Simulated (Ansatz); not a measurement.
The structure below was relaxed with plane-wave PAW DFT at the r2SCAN level (Ansatz, a first-principles code, 500 eV), without spin-orbit coupling, earlier PAW set, at pressure −2 GPa.

```
CELL_PARAMETERS angstrom
     -2.97981     2.97981     1.61892
      2.97981    -2.97981     1.61892
      2.97981     2.97981    -1.61892
ATOMIC_POSITIONS crystal
  Sn 0.75000 0.25000 0.50000
  Sn 0.00000 0.00000 0.00000
```

**Question.** Find the space group and the Wyckoff positions.

**Answer.** Space group I4₁/amd, origin choice 1 (No. 141); a = b = 5.960 Å, c = 3.238 Å, α = β = γ = 90.00°

```json
[
 {"atom": "Sn", "site": "4a", "symmetry": "-4m2", "x": "0.0000", "y": "0.0000", "z": "0.0000"}
]
```

**Question.** Describe the coordination.

**Answer.** The crystal has 4 atoms in its conventional cell. Lattice parameters: a = 5.9596 Å, b = 5.9596 Å, c = 3.2378 Å, α = 90.00°, β = 90.00°, γ = 90.00°. Sn sees 6 Sn at 3.088–3.238 Å. (Neighbours: up to the widest gap in distance over summed covalent radii, below 1.35, at either atom.)

Load acts through the strain it causes; cell and atoms are relaxed under it. Whether these cells are dynamically stable was not tested. The cell was made from Sn (space group I4_1/amd, No. 141) by this change: pressure −2 GPa.
